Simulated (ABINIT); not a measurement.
Input and output of a self-consistent single point for LaC2 (Imm2, 3 atoms in the cell) (ABINIT).

Method of the run: PBEsol, norm-conserving pseudopotentials (PseudoDojo nc-sr-04 PBEsol standard) (plane waves; ABINIT).

```
LaC2
1.0
   -2.00510     2.44235     2.72873
    2.00510    -2.44235     2.72873
    2.00510     2.44235    -2.72873
La C
1 2
Direct
  0.00916   0.00916   0.00000
  0.63322   0.50000   0.13322
  0.36678   0.50000   0.86678
```

Reference input (self-consistent single point, DFT, PBEsol, plane waves, norm-conserving pseudopotentials (PseudoDojo nc-sr-04 PBEsol standard)): pseudos = [La.upf, C.upf]; ecut = 55 Ha; ixc = -116133; occopt = 7; tsmear = 0.1 eV; ngkpt = 5 5 5; nshiftk = 1; shiftk = 0 0 0; potentials = PseudoDojo nc-sr-04 PBEsol standard; nband = 15; kptopt = 1; nstep = 100. This run's input differs from it in these lines:

```diff
@@ -19,3 +19,3 @@
 occopt 7
-tsmear 0.1 eV
+tsmear 0.3 eV
 nband 15
```

Output, abridged:

```
--- !BeginCycle
solver: {iscf: 7, nstep: 100, nline: 4, wfoptalg: 0, }
tolerances: {tolvrs: 1.00E-11, }
...

     iter   Etot(hartree)      deltaE(h)  residm     vres2
 ETOT  1  -46.945249472665    -4.695E+01 6.237E-02 1.951E+03
 ETOT  2  -47.061303283281    -1.161E-01 1.147E-01 8.665E+02
 ETOT  3  -47.128391779566    -6.709E-02 4.354E-02 1.930E+00
 ETOT  4  -47.129425040927    -1.033E-03 2.898E-02 1.695E-01
 ETOT  5  -47.129663221450    -2.382E-04 2.843E-02 4.751E-02
   [... 34 lines left out ...]
 ETOT 40  -47.129811175441    -1.933E-12 7.403E-04 4.935E-10
 ETOT 41  -47.129811175442    -7.816E-13 4.286E-04 2.045E-10
 ETOT 42  -47.129811175443    -1.052E-12 7.086E-04 1.532E-11
 ETOT 43  -47.129811175443     7.816E-14 4.138E-04 3.327E-12
 At SCF step   43       vres2   =  3.33E-12 < tolvrs=  1.00E-11 =>converged.

 Cartesian components of stress tensor (hartree/bohr^3)
  sigma(1 1)=  1.07353236E-04  sigma(3 2)=  0.00000000E+00
  sigma(2 2)=  1.52701752E-04  sigma(3 1)=  0.00000000E+00
  sigma(3 3)=  1.52443929E-04  sigma(2 1)=  0.00000000E+00

 ----iterations are completed or convergence reached----

 reduced coordinates (array xred) for    3 atoms
       0.009161999999      0.009161999999      0.000000000000
       0.633220000002      0.500000000000      0.133220000002
       0.366779999998      0.500000000000      0.866779999998
 cartesian forces (eV/Angstrom) at end:
    1      0.00000000000000     0.00000000000000    -0.31936716090885
    2      0.00000000000000    -0.17620168509194     0.15968358045443
   [... lines left out ...]
 Fermi (or HOMO) energy (hartree) =   0.26499   Average Vxc (hartree)=  -0.38102
   [... lines left out ...]
total_energy        : -4.71298111754432E+01
total_energy_eV     : -1.28246738314430E+03
band_energy         : -3.39601267235339E+00
...

-Cartesian components of stress tensor (GPa)         [Pressure= -4.0454E+00 GPa]
- sigma(1 1)=  3.15844071E+00  sigma(3 2)=  0.00000000E+00
- sigma(2 2)=  4.49263990E+00  sigma(3 1)=  0.00000000E+00
- sigma(3 3)=  4.48505447E+00  sigma(2 1)=  0.00000000E+00

 Calculation completed.
```

The run converged in 43 iterations. Against the reference run the free energy drops by 5.2 meV/atom, the pressure stays near -4.05 GPa while the yy stress (positive for compression) goes from -4.81 to -4.49 GPa and the largest force hardly changes (0.322 to 0.319 eV/Å).

The starting cell comes from a database of computed structures (which also holds hypothetical and non-ambient phases and stackings), without a prior relaxation at this level. Its lattice was rescaled by up to half a per cent. One atom was moved a little off its site on purpose. With a pressure of about -4 GPa the cell is away from its equilibrium volume at this level.

Cost on one core of a shared machine: roughly 5 min.
